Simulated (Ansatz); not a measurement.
Data:

```
CSi
1.0
    3.09191     0.00000     0.00000
   -1.54595     2.67767     0.00000
    0.00000     0.00000     5.07424
Si C
2 2
Direct
  0.33333   0.66667   0.49958
  0.66667   0.33333   0.99958
  0.33333   0.66667   0.87542
  0.66667   0.33333   0.37542
```

The numbers are results of PBE, rigid bands (plane waves, PAW, scalar-relativistic; Ansatz, an electronic-structure program), not measurements. Condition of this run: functional PBE, cell relaxed with it. Cell: cell and atoms relaxed with PBE.

Task: Predict the electron conductivity mass (n e² τ/σ) at 300 K, by direction if it differs.

Result: 0.45 (x), 0.45 (y), 0.27 (z) mₑ.

Task: What conductivity effective mass do dilute holes have at 300 K?

Result: 1.15 (x), 1.15 (y), 1.49 (z) mₑ.

Task: And the band gap?

Result: 2.31 eV at this level; semilocal functionals usually fall short of the measured gap.

Rigid bands, one relaxation time for all states, no polarons. Spin-orbit coupling is left out; where it splits the top of the valence band it changes the hole mass and lowers the gap by about a third of the splitting.
